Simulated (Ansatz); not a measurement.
Consider the following.

```xyz
1
Lattice="-1.4677 1.4677 1.4677 1.4677 -1.4677 1.4677 1.4677 1.4677 -1.4677" Properties=species:S:1:pos:R:3 pbc="T T T"
V      0.0000     0.0000     0.0000
```

Method: PBEsol, rigid bands (plane waves, PAW, scalar-relativistic; Ansatz, a program for electronic structure). Condition of this run: hydrostatic pressure 5 GPa (the target of the relaxation). Geometry: cell and atoms relaxed with PBEsol, then loaded as said.

Question: For narrow interconnects the product ρ₀λ of bulk resistivity and mean free path ranks metals, the lower the better. What is it here?

Answer: 3.3 ×10⁻¹⁶ Ω·m².

Question: And the Drude plasma energy and the root-mean-square Fermi velocity at 300 K?

Answer: 8.6 eV; 4.7e5 m/s.

A metal at this level (no band gap); rigid bands, thermally averaged at 300 K, both spins. Spin-orbit coupling is left out. τ is one relaxation time for all states; the product of resistivity and mean free path takes one path for all states instead.

Treated as nonmagnetic (a ferromagnetic start lost its moment, other orders weren't tried): V under load (space group Im-3m).
